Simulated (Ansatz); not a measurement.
**Alloy series in SnO2**

The reference is SnO2 in the rutile structure (space group P4_2/mnm, No. 136; a = 4.828 Å, c = 3.238 Å).

The other end (x = 1) is SiO$_{2}$ in the rutile structure (space group P4_2/mnm, No. 136): 8.05 Å³/atom, gap 5.04 eV.

Si replaces a fraction x of Sn; each row is one arrangement (x, atoms in the cell, starting space group or random), fully relaxed.

All numbers come from PBE (Ansatz, a quantum-chemistry and plane-wave program; PAW; 420 eV plane waves; no SOC).

Candidates:
(a) x(Si) = 0.25, 12 atoms, Cmmm
(b) x(Si) = 0.75, 12 atoms, C2/m
(c) x(Si) = 0.75, 12 atoms, Cmmm

Problem. Order them by mixing energy, lowest first.

Solution. (a) x(Si) = 0.25, 12 atoms, Cmmm (+74 meV/atom), (b) x(Si) = 0.75, 12 atoms, C2/m (+96 meV/atom), (c) x(Si) = 0.75, 12 atoms, Cmmm (+109 meV/atom)

Each cell is one ordered arrangement of few atoms, which overstates ordering effects compared with a random alloy. Stability against distortions was not tested.
